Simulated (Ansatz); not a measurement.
An Ansatz (a quantum-chemistry and plane-wave program) run: W5Si3 with a change (pressure 1.5 GPa); PBEsol (Ansatz), without spin-orbit coupling.

Input:

Ansatz 0.2 input:
```yaml
crystal:
  lattice:
    - [-4.7944779326, 4.7944779326, 2.4625066693]
    - [4.7944779326, -4.7944779326, 2.4625066693]
    - [4.7944779326, 4.7944779326, -2.4625066693]
  atoms:
    - { symbol: Si, position: [0.75, 0.75, 0] }
    - { symbol: Si, position: [0.25, 0.25, 0] }
    - { symbol: Si, position: [0.1681404858, 0.3318595142, 0.5] }
    - { symbol: Si, position: [0.8318595142, 0.6681404858, 0.5] }
    - { symbol: Si, position: [0.3318595142, 0.8318595142, 0.1637190284] }
    - { symbol: Si, position: [0.6681404858, 0.1681404858, 0.8362809716] }
    - { symbol: W, position: [0.7759276634, 0.9248017393, 0.7007294026] }
    - { symbol: W, position: [0.2240723366, 0.0751982607, 0.2992705974] }
    - { symbol: W, position: [0.9248017393, 0.2240723366, 0.1488740759] }
    - { symbol: W, position: [0.0751982607, 0.7759276634, 0.8511259241] }
    - { symbol: W, position: [0.7240723366, 0.4248017393, 0.1488740759] }
    - { symbol: W, position: [0.2759276634, 0.5751982607, 0.8511259241] }
    - { symbol: W, position: [0.5751982607, 0.7240723366, 0.2992705974] }
    - { symbol: W, position: [0.4248017393, 0.2759276634, 0.7007294026] }
    - { symbol: W, position: [0.75, 0.25, 0.5] }
    - { symbol: W, position: [0.25, 0.75, 0.5] }
basis: { ecutwfc: 420, ecutrho_ratio: 4, xc_grid: 2, fft_grid_basis: typed }
kpoints: { mp_grid: { grid: [9, 9, 9] } }
hamiltonian:
  xc: pbesol
  dispersion: none
  pseudopotentials: { kind: paw }
scf: { occupations: { method: fermi_dirac, width: 0.05 } }
relax: { f_tol: 0.01, max_steps: 60, cell: { stress_tol: 0.02, p_target: 1.5 } }
output: { forces: true, stress: true }
checkpoint: { write: state.ck, write_every: 1000 }
```

Output (explanatory and most iteration lines left out):

```
Relaxation: its limit of steps is 60 (relax.max_steps)
Pseudopotential: Si, paw, valence charge 4
Pseudopotential: W, paw, valence charge 14
Crystal: 16 atoms, lattice volume = 226.423 Å³
Basis set: ecut = 420 eV, 4389 PW (Γ), exchange–correlation on 100×100×100 points (8 copies of the dense FFT grid, shifted against one another)
Bands: 99, of which v1, the nominal top of the filled ones, is band 82 counted from 1 (81 counted from 0)
Symmetry: 16 space group operations
Space group: I4/mcm (ITA 140), of the structure as read, at distance tolerance 6.1e-5 Å
k-points: 75 of 729
Functional: x = pbesol(κ = 0.804, μ = 0.12345679012345678), c = pbesol(β = 0.046)
SCF iter   1: F=—  HF=-106298.353733 eV  |F-HF|=—  |Δ(HF+E_count)|=         —  Δρ=6.73e-3  dr2=1.58e-1  ethr=1.77e-3  ⟨swp⟩=6.1  Hψ=29818  notcnv=0  defer=62
SCF iter   2: F=—  HF=-106298.331945 eV  |F-HF|=—  |Δ(HF+E_count)|=   2.18e-2  Δρ=3.74e-3  dr2=4.93e-2  ethr=9.64e-5  ⟨swp⟩=1.4  Hψ=8720  notcnv=0  defer=161
SCF 1 converged in 6 iterations: F = -106298.323369 eV  dr2 = 9.90e-8
relax step   1: F+E_penalty+E_count = -106298.32336870 eV  Δ(F+E_penalty+E_count) = +0.000e0 eV  max|allowed force component| = 2.580e-3 eV/Å  Δτ_max = 0.0000 Å  P = +0.696 GPa  Ω = 226.423 Å³  (6 SCF iters, dr2 threshold 1.00e-7 eV, accepted)
[... steps on the carried basis left out ...]
relax step   4: F+E_penalty+E_count = -106298.31913940 eV  Δ(F+E_penalty+E_count) = +2.146e-4 eV  max|allowed force component| = 5.121e-3 eV/Å  Δτ_max = 0.0000 Å  P = +1.488 GPa  Ω = 225.801 Å³  stress off target by 1.47e-2 GPa  SCF on the basis re-selected at this cell (its energy is not comparable with the rows above)  (8 SCF iters)
SCF converged after 8 iterations
Free energy (F): -106298.319139 eV
Internal energy: -106298.251414 eV  (E = F + TS)
E sigma→0 (E₀):  -106298.285277 eV
Entropy (-TS):   -0.067725 eV (-4.233 meV/atom)
Fermi energy:    20.190294 eV
--- Forces (eV/Å), atoms counted from 1 ---
  atom   1  Si     0.00000000    -0.00000000     0.00000000
  atom   2  Si     0.00000000    -0.00000000     0.00000000
  atom   3  Si    -0.00077979     0.00077979    -0.00000000
  atom   4  Si     0.00077979    -0.00077979    -0.00000000
  atom   5  Si    -0.00077979    -0.00077979     0.00000000
  atom   6  Si     0.00077979     0.00077979     0.00000000
  atom   7  W     -0.00130121     0.00512104    -0.00000000
  atom   8  W      0.00130121    -0.00512104     0.00000000
  atom   9  W     -0.00512104    -0.00130121     0.00000000
  atom  10  W      0.00512104     0.00130121    -0.00000000
  atom  11  W     -0.00130121    -0.00512104     0.00000000
  atom  12  W      0.00130121     0.00512104     0.00000000
  atom  13  W     -0.00512104     0.00130121     0.00000000
  atom  14  W      0.00512104    -0.00130121     0.00000000
  atom  15  W     -0.00000000    -0.00000000     0.00000000
  atom  16  W     -0.00000000     0.00000000     0.00000000
--- Stress (GPa, compression-positive) ---
        1.485271       0.000000       0.000000
        0.000000       1.485271       0.000000
        0.000000       0.000000       1.494635
  P = ⅓ Tr σ = 1.4884 GPa (14.884 kbar)
--- Relaxed structure (3 steps of the walk, 2 accepted, 1 SCFs on fresh bases) ---
  cell:  # Å, volume = 225.8009 Å³
    - [-4.790517040169906, 4.790517040169906, 2.4598062254826814]
    - [4.790517040169906, -4.790517040169906, 2.4598062254826814]
    - [4.790517040169906, 4.790517040169906, -2.4598062254826814]
  atoms:
    - { symbol: Si, position: [0.7500000000000001, 0.7500000000000001, 8.833422107283505e-23] }
    - { symbol: Si, position: [0.25, 0.25, 8.83342210728339e-23] }
    - { symbol: Si, position: [0.1681461631681606, 0.3318538368318393, 0.5] }
    - { symbol: Si, position: [0.8318538368318394, 0.6681461631681608, 0.5] }
    - { symbol: Si, position: [0.33185383683183933, 0.8318538368318393, 0.16370767366367867] }
    - { symbol: Si, position: [0.6681461631681606, 0.16814616316816064, 0.8362923263363213] }
    - { symbol: W, position: [0.775939843204005, 0.9247872816755576, 0.7007271248795626] }
    - { symbol: W, position: [0.22406015679599497, 0.0752127183244424, 0.2992728751204374] }
    - { symbol: W, position: [0.9247872816755576, 0.22406015679599495, 0.14884743847155268] }
    - { symbol: W, position: [0.07521271832444236, 0.775939843204005, 0.8511525615284473] }
    - { symbol: W, position: [0.724060156795995, 0.4247872816755576, 0.14884743847155263] }
    - { symbol: W, position: [0.275939843204005, 0.5752127183244424, 0.8511525615284474] }
    - { symbol: W, position: [0.5752127183244424, 0.724060156795995, 0.2992728751204374] }
    - { symbol: W, position: [0.4247872816755576, 0.27593984320400505, 0.7007271248795626] }
    - { symbol: W, position: [0.7500000000000001, 0.24999999999999994, 0.5000000000000001] }
    - { symbol: W, position: [0.24999999999999994, 0.7500000000000001, 0.5000000000000001] }
```

Load acts through the strain it causes; cell and atoms are relaxed under it. No phonon test of stability was made. All final runs are without spin polarisation. The cell was made from W5Si3 (space group I4/mcm, No. 140; a cell from a computed database, its experimental status unchecked) by this change: pressure 1.5 GPa.
